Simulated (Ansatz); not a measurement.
Functionals compared on the (0001) surface of wurtzite ZnO, Zn-terminated, 2x2 with 2 F on 4 top atoms (bottom of the slab: 2 H on 4 bottom sites), in Ansatz (plane waves, PAW). The structure was relaxed with PBE; the other rows are single points on it. Cutoff 420 eV (500 eV for r2SCAN).

Set-up: 44 atoms, 14.0 Å thick at the start with caps and adatoms; mesh 4x4x1; 0.025 eV smearing; dipole correction on; 8 atoms held, the rest relaxed; no symmetry held; no spin, no spin-orbit, no U. It is one candidate, not shown to be the stable structure of the face. These notes are the PBE run's.

| functional | gap of the slab on its k-mesh (eV) | highest filled level below the top vacuum level (eV) | rough cost of the single point |
|---|---|---|---|
| PBE | 1.03 | 6.78 | – |
| r2SCAN | 1.44 | 7.02 | roughly 11 core-minutes |

Ansatz is a program for electronic structure.
